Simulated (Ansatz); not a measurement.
**In₂O₃ (model structure, started from the Al2S3 type, C2/c, No. 15, 10 atoms in the cell)**

Computed with r²SCAN+SOC (PAW; Ansatz, a quantum-chemistry and plane-wave program).

Numerical settings: plane-wave cutoff 560 eV, 6×6×6 k mesh, Fermi–Dirac smearing 0.01 eV, PAW data made under PBE.

Cell (relaxed with PBEsol):

```cif
data_In8O12
_chemical_formula_sum 'In8 O12'
_space_group_name_H-M_alt 'C2/c'
_space_group_IT_number 15
_space_group_name_Hall '-C 2yc'
_cell_length_a 10.10485
_cell_length_b 6.54218
_cell_length_c 5.89012
_cell_angle_alpha 90.000
_cell_angle_beta 115.754
_cell_angle_gamma 90.000
loop_
_space_group_symop_operation_xyz
  'x, y, z'
  '-x, -y, -z'
  '-x, y, -z+1/2'
  'x, -y, z+1/2'
  'x+1/2, y+1/2, z'
  '-x+1/2, -y+1/2, -z'
  '-x+1/2, y+1/2, -z+1/2'
  'x+1/2, -y+1/2, z+1/2'
loop_
_atom_site_label
_atom_site_type_symbol
_atom_site_symmetry_multiplicity
_atom_site_Wyckoff_symbol
_atom_site_fract_x
_atom_site_fract_y
_atom_site_fract_z
_atom_site_occupancy
In1 In 8 f 0.33798 0.10353 0.40387 1
O1 O 8 f 0.21021 0.08964 0.61499 1
O2 O 4 e 0.00000 0.53984 0.25000 1
```
(The calculation used a cell of 10 atoms; values per cell refer to that cell.)

```json
{
  "band_gap": "1.72 eV (on the SCF k mesh)"
}
```

Note: the relaxation could raise the start's symmetry but not lower it, so the cell can be a saddle point; cell and atoms aren't relaxed at this level (largest force component 0.05 eV/Å, pressure -0.3 GPa).

Computed values are for the static lattice.

A model structure was made by putting elements into a prototype or built by hand; it is no filed structure, need not be a known phase, and can be a saddle point held by its symmetry.
